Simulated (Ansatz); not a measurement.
A periodic model of amorphous Ga$_{24}$O$_{37}$Sr:

```xyz
62
Lattice="9.2747 -0.1010 0.1373 -0.1010 9.2565 0.1290 0.1373 0.1290 9.1113" Properties=species:S:1:pos:R:3 pbc="T T T"
Ga     1.4046     6.0781     8.8098
Ga     4.5337     1.8550     7.7333
Ga     1.0371     6.5965     5.7453
Ga     4.1519     3.4187     3.6399
Ga     2.5468     0.3148     5.6029
Ga     9.1966     2.4478     7.0800
Ga     1.8795     0.8252     2.3480
Ga     6.8194     3.1328     5.6187
Ga     5.8574     6.4510     1.5350
Ga    -0.0128     2.3646     0.8875
Ga     6.7960     3.1711     2.3320
Ga     6.6715     0.3418     0.3129
Ga     1.5860     5.5618     2.8676
Ga     2.8732     4.2006     6.6236
Ga     0.1069     8.6513     7.8562
Ga     3.1084     3.6224     0.8510
Ga     8.1170     4.9876     8.3461
Ga     8.5582     7.9957     2.5180
Ga     3.3676     8.7226     9.1677
Ga     6.0294     7.2657     7.9168
Ga     3.5786     7.9019     3.4952
Ga     0.6989     2.9720     4.2074
Ga     5.3246     5.9102     5.0048
Ga     8.0722     5.6361     3.7576
O      0.3343     5.1732     4.5826
O      0.9269     8.4873     6.1125
O      7.3017     2.0141     0.9166
O      7.9080     7.4808     4.1836
O      7.3189     8.7191     8.0043
O      5.7322     1.8589     6.4134
O      4.6581     3.5175     1.8577
O      2.2793     5.8751     7.0473
O      2.9793     8.7845     1.9800
O      5.9024     2.5471     3.8826
O      1.5746     7.9867     8.9488
O      6.5874     5.8017     8.9196
O      4.8978     6.6131     3.2571
O      1.9283     2.1816     1.0573
O      8.4463     2.0589     5.3368
O      3.9731     9.1383     4.7644
O      1.5271     3.0549     6.0982
O      7.7102     3.5629     7.2990
O      6.8572     8.1361     1.6404
O      4.7085     7.3885     9.2674
O      6.9062     5.0608     2.3513
O      9.1040     6.4816     7.6755
O      0.3442     4.2552     8.9542
O      4.1806     4.4141     5.2764
O      4.8553     0.7299     0.1124
O      6.8782     4.9396     5.0981
O      2.2986     3.8358     3.3467
O      0.1254     0.4557     1.9034
O      3.1946     0.5787     7.3563
O      8.8203     3.1044     2.7719
O      0.1560     1.2715     8.2338
O      0.0849     6.4110     2.0493
O      3.7614     3.5230     8.1292
O      5.4700     7.2605     6.2056
O      2.1892     6.8544     4.1263
O      1.8393     1.3416     4.1231
O      2.4208     5.3521     1.0817
Sr     6.5672     0.0473     5.0135
```

All values below come from PBE, scalar-relativistic without spin-orbit coupling (plane waves to 420 eV, PAW; Ansatz, a quantum-chemistry and plane-wave program).

Preparation: random packing, a CHGNet melt and quench, and a DFT relaxation. O atoms were pushed apart under 1.9 Å during the dynamics, to hinder bonds among them. The hot cell started wider than the set density and was brought back towards it in steps. It is the lowest in DFT energy of 2 quenches. It is a model cell: composition and starting density were chosen by hand, and all elements were melted together. No dispersion term was used. Its density started from a set value of 5.01 and ended at 5.00 g/cm³. The quench (nominally 280 K/ps over its main leg) was far faster than any real one, so the model tends to hold more defects than a real film. Values belong to this one cell and scatter from quench to quench. Volume and shape were free in the relaxation.

Bonds are counted up to Ga-Ga 2.68 Å, Ga-O 2.38 Å, Ga-Sr 3.43 Å, O-O 1.58 Å, O-Sr 3.13 Å, Sr-Sr 4.18 Å. Two cations that share two anions don't count as bonded, nor two that share one unless they lie closer than Ga-Ga 2.61 Å, Ga-Sr 3.34 Å, Sr-Sr 4.07 Å.

Give the coordination numbers, mean bond lengths and angles.


```yaml
Mean coordination of Ga by anions: 4.54 (13 with 4, 9 with 5, 2 with 6)
Mean coordination of O: 3.14 (32 with 3, 5 with 4)
Mean coordination of Sr by anions: 7.00 (1 with 7)
Mean Ga-O bond: 1.937 Å (spread 0.095 Å, 109 counted)
Mean O-Sr bond: 2.661 Å (spread 0.206 Å, 7 counted)
Bond angle at Ga: mean 107.7°, spread 23.9°
Bond angle at O: mean 114.7°, spread 16.5°
Bond angle at Sr: mean 99.1°, spread 31.0°
```

List the pairs of like atoms that count as bonded by the rules above.

There are none by these rules.
